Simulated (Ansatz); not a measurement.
An Ansatz (an electronic-structure program) input (PBEsol (Ansatz, PAW, no SOC)):

Ansatz 0.2 input:
```yaml
crystal:
  lattice:
    - [5.4703686929, 0, 0]
    - [0, 5.4703686929, 0]
    - [0, 0, 3.1828972146]
  atoms:
    - { symbol: Ga, position: [0.3206092582, 0.6793907418, 0] }
    - { symbol: Ga, position: [0.6793907418, 0.3206092582, 0] }
    - { symbol: Ga, position: [0.8206092582, 0.8206092582, 0.5] }
    - { symbol: Ga, position: [0.1793907418, 0.1793907418, 0.5] }
    - { symbol: N, position: [0.3175176628, 0.3175176628, 0] }
    - { symbol: N, position: [0.6824823372, 0.6824823372, 0] }
    - { symbol: N, position: [0.1824823372, 0.8175176628, 0.5] }
    - { symbol: N, position: [0.8175176628, 0.1824823372, 0.5] }
basis: { ecutwfc: 420, ecutrho_ratio: 4, xc_grid: 2, fft_grid_basis: typed }
kpoints: { mp_grid: { grid: [9, 9, 15] } }
hamiltonian:
  xc: pbesol
  dispersion: none
  pseudopotentials: { kind: paw }
total_charge: 0.666736
scf: { occupations: { method: fermi_dirac, width: 0.0259 }, convergence: { dr2_threshold: 0.0000000008 } }
relax: { f_tol: 0.005, max_steps: 30 }
output: { forces: true, stress: true }
checkpoint: { write: state.ck, write_every: 1000 }
```

Question: Which symmetry and how many k-points will the program report, and about how many plane waves at Γ?

Answer: Space group P42/mnm (ITA 136) with 16 operations, k-points 120 of 1215, and 1839 plane waves at Γ.

Charged cell with a jellium background: band edges are those of the host's band count, energies are not comparable with the neutral cell, and many-body gap narrowing is missing. Stability against distortions was not tested. The cell was made from GaN (space group P4_2/mnm, No. 136; a hypothetical phase, not in the database extracts checked) by this change: holes 7.0×10^21 cm⁻³.
